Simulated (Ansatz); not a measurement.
Level of theory: PBE (plane waves to 420 eV, PAW; Ansatz, a first-principles code).

Planar average of the electrostatic potential across the slab, in eV from the Fermi level, for a constructed model of the (110) surface of bcc Mo, p(2x2) surface alloy, Ti on one Mo site of the top plane (bottom of the slab: a bare face, its two planes held):

(z (Å), V (eV)): (3.72, 4.65); (4.01, 4.64); (4.30, 4.64); (4.58, 4.63); (4.87, 4.62); (5.16, 4.60); (5.44, 4.55); (5.73, 4.45); (6.02, 4.25); (6.30, 3.86); (6.59, 3.11); (6.88, 1.65); (7.16, -1.27); (7.45, -7.71); (7.73, -16.41); (8.02, -22.40); (8.31, -22.24); (8.59, -16.06); (8.88, -7.54); (9.17, -2.41); (9.45, -3.18); (9.74, -9.70); (10.03, -18.31); (10.31, -23.34); (10.60, -21.84); (10.89, -14.69); (11.17, -6.30); (11.46, -2.25); (11.74, -4.10); (12.03, -11.37); (12.32, -19.61); (12.60, -23.49); (12.89, -20.74); (13.18, -12.94); (13.46, -5.01); (13.75, -2.08); (14.04, -5.05); (14.32, -13.00); (14.61, -20.76); (14.90, -23.44); (15.18, -19.52); (15.47, -11.26); (15.76, -4.01); (16.04, -2.18); (16.33, -6.19); (16.61, -14.54); (16.90, -21.69); (17.19, -23.22); (17.47, -18.26); (17.76, -9.81); (18.05, -3.61); (18.33, -3.61); (18.62, -9.45); (18.91, -16.76); (19.19, -20.54); (19.48, -18.73); (19.77, -12.35); (20.05, -4.86); (20.34, -0.12); (20.62, 2.05); (20.91, 3.20); (21.20, 3.81); (21.48, 4.13); (21.77, 4.30); (22.06, 4.38); (22.34, 4.43); (22.63, 4.45); (22.92, 4.46); (23.20, 4.47); (23.49, 4.47); (23.78, 4.47)

Model: 24-atom slab, 11.2 Å thick at the start, 7x7x1 mesh, Fermi-Dirac 0.1 eV, dipole correction, 8 atoms held, the rest relaxed; symmetry of the start imposed; no spin, no spin-orbit, no U. It is one candidate, not shown to be the stable structure of the face.

The vacuum level lies 4.47 eV above the Fermi level over the top face and 4.65 eV above it under the bottom face.
